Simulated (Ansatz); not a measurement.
Given:

```
GaP
1.0
    3.85488     0.00000     0.00000
    0.00000     3.85488     0.00000
    1.92744     1.92744     2.72581
Ga P
1 1
Cartesian
  0.00000   0.00000   0.00000
  3.85488   1.92744   1.36291
```

Space group of this cell: F-43m, zinc blende. The cell is taken as given.

These are r2SCAN (plane waves, PAW; Ansatz, a program for electronic structure) values and carry that method's errors.

The current runs along the normal of the first two printed vectors; no spin-orbit coupling. Scaled by the factor s: the length along the current (ions clamped). The meshes follow the cell: 12×12×12 and 8×8 across at s = 0.97, 12×12×12 and 8×8 across at s = 1.00, 10×10×10 and 8×8 across at s = 1.03.

```json
[
 {"s": "0.97", "mean pressure (GPa)": "2.8", "band gap (eV)": "?"},
 {"s": "1.00", "mean pressure (GPa)": "0.0", "band gap (eV)": "1.85"},
 {"s": "1.03", "mean pressure (GPa)": "-2.5", "band gap (eV)": "1.75"}
]
```

### Question
Take the slope of the band gap against ln s from the two given rows, extrapolate to s = 0.97, and say what the run there gives.

### Answer
Slope = (1.75 − 1.85) / ln 1.03 = -3.38 eV. The line gives 1.85 + (-3.38) × ln 0.97 = 1.95 eV. The run gives 1.49 eV, 0.46 eV under the line, 449 % of the predicted step.
